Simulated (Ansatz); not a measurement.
## Carrier properties of MgO under load (space group Immm)

Input:

```xyz
2
Lattice="0.0034 2.1053 2.1004 2.1053 0.0034 2.1004 2.1087 2.1087 0.0000" Properties=species:S:1:pos:R:3 pbc="T T T"
Mg     0.0000     0.0000     0.0000
O      2.1087     2.1087     2.1004
```

Method: r2SCAN, rigid bands (plane waves, PAW, scalar-relativistic; Ansatz, a program for electronic structure). Condition of this run: uniaxial stress along [110] of -1 GPa (compression positive) (the target of the relaxation). Geometry: cell and atoms relaxed with r2SCAN, then loaded as said.

The band gap is 5.65 eV, the electron conductivity mass (300 K, dilute) is 0.37 mₑ and the hole conductivity mass (300 K, dilute) comes out as 2.3 mₑ. The effective density of states N_c (300 K) is 5.6e18 cm⁻³. The effective density of states N_v (300 K) is 1.8e20 cm⁻³ and the density-of-states mass, electrons comes out as 0.37 mₑ. The density-of-states mass, holes is 3.7 mₑ and the Seebeck coefficient, n-type 1e19 cm⁻³, 300 K is -178 μV/K. The best n-type power factor at 300 K for τ = 10 fs (best axis; densities from 1e16 to 1e21 cm⁻³ tried, whether or not they can be reached) is 2.5 μW/(cm·K²) at 3e19 cm⁻³. The Seebeck coefficient, p-type 1e19 cm⁻³, 300 K is 499 μV/K.

Rigid bands; masses and Seebeck coefficients take one relaxation time τ for all states and one kind of carrier; polarons and phonon drag are left out. Spin-orbit coupling is left out.
